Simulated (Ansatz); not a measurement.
# Fermi-surface data of WSi$_{2}$ (I4/mmm)

Consider the following.

```
WSi2
1.0
   -1.61429     1.61429     3.93466
    1.61429    -1.61429     3.93466
    1.61429     1.61429    -3.93466
Si W
2 1
Direct
  0.33446   0.33446   0.00000
  0.66554   0.66554   0.00000
  0.00000   0.00000   0.00000
```

The numbers are results of PBE, rigid bands (plane waves, PAW, scalar-relativistic; Ansatz, an electronic-structure program), not measurements. Condition of this run: functional PBE, cell relaxed with it. Cell: cell and atoms relaxed with PBE.

The density of states at the Fermi level comes out as 0.227 states/(eV·cell), both spins and the bare Sommerfeld coefficient is 0.179 mJ/(mol of atoms·K²). The drude plasma energy is 2.6 (x), 2.6 (y), 3.0 (z) eV and the root-mean-square Fermi velocity is 7.2e5 m/s. The resistivity times τ is 73 (x), 73 (y), 55 (z) ×10⁻²² Ω·m·s.

A metal at this level (no band gap); rigid bands, thermally averaged at 300 K, both spins. Spin-orbit coupling is left out, which matters with elements this heavy. τ is one relaxation time for all states.
